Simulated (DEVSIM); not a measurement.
**illuminated Ge p-on-n cell, one wavelength, with a back-surface field**

System: illuminated Ge p-on-n cell, one wavelength, with a back-surface field, at 300 K.

```tsv
layer (left to right)	material	thickness (μm)	Nd (cm⁻³)	Na (cm⁻³)	τn (s)	τp (s)	absorption coefficient (cm⁻¹)
1	Ge	0.230	-	4.8e17	1.4e-5	6.6e-7	64000
2	Ge	27.0	6.8e15	-	6e-5	6e-5	64000
3	Ge	0.220	3.4e18	-	6e-5	6e-5	64000
```

Left contact: ohmic, minority electron recombination velocity 1e6 cm/s. Right contact: ohmic, minority hole recombination velocity 7e6 cm/s. Voltage is applied to the left contact. Recombination: SRH at mid-gap, radiative, Auger. Light enters at the left, 1.9e17 photons cm⁻² s⁻¹, one pass, no reflection. Mobility is μmin + (μ − μmin)/(1 + (N/Nref)^α).

This is a model device: material constants are rounded textbook-type values typed into the input, and sizes, dopings and lifetimes were drawn at random. Values at 300 K.

```csv
parameter,Ge
gap (eV),0.664
affinity (eV),4
permittivity,16
Nc (cm⁻³),1.04e19
Nv (cm⁻³),6e18
μn (cm²/Vs),3900
μp (cm²/Vs),1900
"μn,min",150
"μp,min",100
"Nref,n",2.6e17
"Nref,p",4e17
αn,0.56
αp,0.6
B (cm³/s),6.4e-14
Cn (cm⁶/s),1e-31
Cp (cm⁶/s),1e-31
```

DEVSIM, 1D drift-diffusion, Boltzmann statistics, complete ionisation; no tunnelling, impact ionisation, image-force lowering or self-heating.

```yaml
potential_step_across_the_device_at_zero_bias: 0.570 V
Dark forward voltage at 1 A/cm²: 0.237 V
Dark forward voltage at 100 A/cm²: 0.372 V
short_circuit_current: 25.6 mA/cm²
open_circuit_voltage: 0.142 V
fill_factor: 0.57
largest_power: 2.05 mW/cm²
share_of_generated_pairs_collected_at_short_circuit: 0.840
```

Dark forward current:

| V (V) | J (A/cm²) |
|---|---|
| 0.05 | 0.00064 |
| 0.10 | 0.0050 |
| 0.15 | 0.035 |
| 0.20 | 0.24 |
| 0.25 | 1.6 |
| 0.30 | 10 |
| 0.35 | 53 |
| 0.40 | 230 |
| 0.45 | 780 |
| 0.50 | 2100 |

Current under light (generator sign):

| V (V) | J (mA/cm²) |
|---|---|
| 0.00 | 25.6 |
| 0.02 | 25.4 |
| 0.04 | 25.2 |
| 0.06 | 24.6 |
| 0.08 | 23.3 |
| 0.10 | 20.5 |
| 0.12 | 14.5 |
| 0.14 | 1.49 |
| 0.16 | -26.7 |
